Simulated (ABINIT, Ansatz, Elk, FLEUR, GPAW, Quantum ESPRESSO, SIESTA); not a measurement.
Code comparison for Fe (Im-3m, 1 atom in the cell)

Self-consistent single point.

```
Fe
1.0
   -1.43500     1.43500     1.43500
    1.43500    -1.43500     1.43500
    1.43500     1.43500    -1.43500
Fe
1
Cartesian
  0.00000   0.00000   0.00000
```
Moments meant for the start (each program seeds them in its own way; μB, in the order of the atoms Fe): 2.5.

All programs got the same cell, k-point mesh and kind of occupations, and the same starting moments (in Ansatz's words: kpoints.mp_grid.grid = 11 11 11; magnetization.spin_polarized = true; scf.occupations.method = fermi_dirac; scf.occupations.width = 0.1 eV); potentials, basis and cutoffs are each program's usual ones.

| code | model | pressure (GPa) | size of the net moment (μB/atom) | k-points | cutoff |
|---|---|---|---|---|---|
| ABINIT | PBE, PAW (JTH v2.0 PBE PAW) | -7.60 | 2.26 | 56 | 30 Ha |
| Ansatz | PBE, default PAW files | -6.48 | 2.25 | 56 | default |
| GPAW | PBE, GPAW PAW datasets PBE (gpaw-data 1.0.1) | -5.16 | 2.25 | 56 | 800 eV |
| SIESTA | GGA PBE, numerical atomic orbitals TZP, PseudoDojo PBE standard norm-conserving potentials (rewritten from UPF to PSML) | -6.44 | 2.37 | 666 | grid 400 Ry |
| FLEUR | PBE, all-electron FLAPW (FLEUR), scalar-relativistic valence | – | 2.26 | 56 | Kmax 3.7 1/bohr |
| Quantum ESPRESSO | PBE, GBRV 1.5 ultrasoft (PBE) pseudopotentials | -5.50 | 2.32 | 56 | 50 Ry |
| Elk | PBE, all-electron FP-LAPW, Elk's shipped species files, default APW+lo basis | – | 2.25 | 56 | default |

A dash marks a value that a program does not give, or that is left out as unsure.

The spread over the programs that give each value: pressure within 2.44 GPa; size of the net moment within 0.12 μB/atom.

The starting cell has typed, rounded lattice constants, without a prior relaxation at this level. On Ansatz's run: With one magnetic atom in the cell only a parallel order is possible. In the base run, with a pressure of about -6 GPa the cell is away from its equilibrium volume at this level.

**Question.** Why do the programs differ, and what cannot be compared?

**Answer.** Differences of this kind can come from the potentials, where these differ, and from what each basis and cutoff leave unconverged. The valence holds different numbers of electrons (ABINIT 16, Ansatz (a first-principles code) 16, GPAW 8, SIESTA 16, FLEUR 16, Quantum ESPRESSO 16). The zero of total energies and Fermi levels follows the potentials and each program's conventions, so they are not compared here. SIESTA uses small atom-centred bases, whose incompleteness enters pressures, forces and empty levels differently from a plane-wave cutoff. FLEUR and Elk treat all electrons, but the usual bases taken here (sphere radii, linearisation, local orbitals, empty states) were not tested for convergence, so the values are no reference for the others. Ansatz's pressure is given at a fixed set of plane waves, as the other plane-wave codes print theirs; with its correction for the finite basis it is -6.38 GPa. Site moments depend on each program's spheres or projections; the total moment of the cell does not. The programs reduce the same mesh by symmetry to different extents, which changes the work and not the result. In the pressure, ABINIT (by 1.61) lies more than 1 GPa from the median of the plane-wave programs.

Keys are those of Ansatz 0.2.
